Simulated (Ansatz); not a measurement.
Results of LDA (PAW; Ansatz, a program for electronic structure) for LaTiO2N (P2₁, No. 4, 20 atoms in the cell; start mp-775918).

Numerical settings: plane-wave cutoff 520 eV, 6×6×4 k mesh (along the axes of the cell as run), Fermi–Dirac smearing 0.01 eV, no spin polarisation, scalar-relativistic PAW data made under PBE.

Cell (relaxed at this level):

```xyz
20
Lattice="5.4518 0.0000 -0.0178 0.0000 5.4591 0.0000 -0.0380 0.0000 7.9035" Properties=species:S:1:pos:R:3 pbc="T T T"
La     1.3568     2.7892     1.9088
La     4.0570     0.0597     5.9768
La     1.3371     2.7507     5.9813
La     4.0768     0.0212     1.9044
Ti     4.0223     2.7676     0.0118
Ti     1.3916     0.0380     7.8739
Ti     4.0828     2.7645     3.8354
Ti     1.3310     0.0350     4.0503
N      2.4369     1.5890     7.9723
N      2.9770     4.3185    -0.0866
N      4.1180     2.8278     1.9887
N      1.2958     0.0983     5.8970
O      2.9874     1.0836     3.8603
O      2.4264     3.8131     4.0254
O      5.1221     1.0239     7.9601
O      0.2918     3.7535    -0.0744
O      0.2917     1.6737     3.8703
O      5.1221     4.4032     4.0154
O      4.1351     2.5667     5.8948
O      1.2787     5.2963     1.9909
```

Task: What does this level give for the band gap?

Result: 
- band gap: 1.15 eV

Spin–orbit coupling is not included.

Static lattice: no zero-point or thermal effects.

A start named mp-… is a Materials Project structure, which need not be a measured phase.
